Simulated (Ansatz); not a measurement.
For Sc2Al (model structure, started from the MoSi2 type, I4/mmm, No. 139, 3 atoms in the cell), PBEsol (Ansatz, an electronic-structure program, plane waves, PAW) gives:

equilibrium lattice constant a: 3.132 Å
c axis length: 12.609 Å
bulk modulus: 71.4 GPa
cohesive energy: 4.61 eV/atom

Problem. What does r²SCAN (PAW; Ansatz) give for the same quantities?

Solution. 
- lattice constant a: 3.145 Å (goes up by 0.4 %)
- lattice parameter c: 12.899 Å (increases by 2.3 %)
- bulk modulus: 70.5 GPa (falls by 1.3 %)
- cohesive energy: 4.19 eV/atom (decreases by 0.42 eV/atom)

Changes are worked out from the printed values.

Unless a cell is named, each level is at its own relaxed cell (PBEsol 20.62, r²SCAN 21.26 Å³/atom).

The crystal itself was run without spin with PBEsol, r²SCAN; a magnetic state was not tried in these runs.

Caveats: the bulk modulus is −V dP/dV from two relaxed cells at ±2 % in volume (PBEsol, r²SCAN). Ansatz's density-functional and Hartree–Fock values are scalar-relativistic unless marked +SOC, with PAW data made under PBE.

A model structure was made by putting elements into a prototype or built by hand; it is no filed structure, need not be a known phase, and can be a saddle point held by its symmetry.
